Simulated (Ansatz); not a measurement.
Where the default PAW files enter, the runs use the earlier of Ansatz's two default sets.

**Evanescent states of MgF₂ (P4_2/mnm, rutile, 6 atoms a cell, 10.8 Å³ an atom) along the normal of (100)**

All values below come from r2SCAN (plane waves, PAW; Ansatz, an electronic-structure program).

The gap is the functional's own. No spin-orbit coupling. Mid-gap values are interpolated on the energy grid.

Energies count from the valence-band top; κ is the least over a 10×8 mesh across the current.

```tsv
E (eV)	κ (1/Å)	where
0.18	0.323	Γ
0.54	0.382	Γ
0.90	0.436	Γ
1.26	0.477	Γ
1.62	0.508	Γ
1.98	0.531	Γ
2.34	0.548	Γ
2.70	0.561	Γ
3.06	0.568	Γ
3.42	0.571	Γ
3.78	0.570	Γ
4.14	0.566	Γ
4.50	0.558	Γ
4.86	0.545	Γ
5.22	0.529	Γ
5.58	0.509	Γ
5.94	0.483	Γ
6.30	0.452	Γ
6.66	0.414	Γ
7.02	0.366	Γ
7.38	0.305	Γ
7.74	0.219	Γ
```

### Question
How thick must the barrier be to attenuate the transmission by 10^6 when the electrodes' Fermi level lies at 3.42 eV, and what attenuation does that film give at 4.86 eV?

### Answer
d = 6 ln 10 / (2 × 0.571) = 12.1 Å. At 4.86 eV it gives 6 × 0.545/0.571 = 5.7 decades.
